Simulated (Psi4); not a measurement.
Psi4 1.11, B3LYP/cc-pvdz, scf_type pk: C[Si@@H]1CN[Si]1(F)F, 14 atoms. The geometry is a generated start, not checked to be a minimum at this level.

```json
{
 "task": "energy",
 "method": "b3lyp",
 "basis": "cc-pvdz",
 "scf_type": "pk",
 "guess": "auto, which took SAD (default)",
 "diis_max_vecs": "10 (default)",
 "scf_initial_accelerator": "adiis (default)",
 "e_convergence": "1e-06 (default)",
 "d_convergence": "1e-06 (default)",
 "dft_radial_points": "75 (default)",
 "dft_spherical_points": "302 (default)",
 "basis_functions": "141",
 "grid_points": "297250"
}
```

On 4 threads. Build: conda-forge: OpenMP (LLVM), MKL, Libint2. Each setting ran once; only counts and results are compared.

Values of memory tried: 8 GB, 4 GB, 2 GB, 1 GB, 0.5 GB, 0.3 GB.

Q: Which of these memory settings still run, and by which path?

A: It runs down to 0.3 GB, the lowest tried, with the same result. At 8 GB: SCF: PK in core. From 1 GB down: SCF: PK on disk.

| memory | path | peak memory |
|---|---|---|
| 8 GB | SCF: PK in core | 2.1 GiB |
| 4 GB | SCF: PK in core | 1.4 GiB |
| 2 GB | SCF: PK in core | 1.3 GiB |
| 1 GB | SCF: PK on disk | 1.1 GiB |
| 0.5 GB | SCF: PK on disk | 0.78 GiB |
| 0.3 GB | SCF: PK on disk | 0.66 GiB |

Peak memory is the kernel's count for the largest process, libraries included and scratch files not. The peak passes the setting at 1 GB, 0.5 GB, 0.3 GB: it is no hard cap.
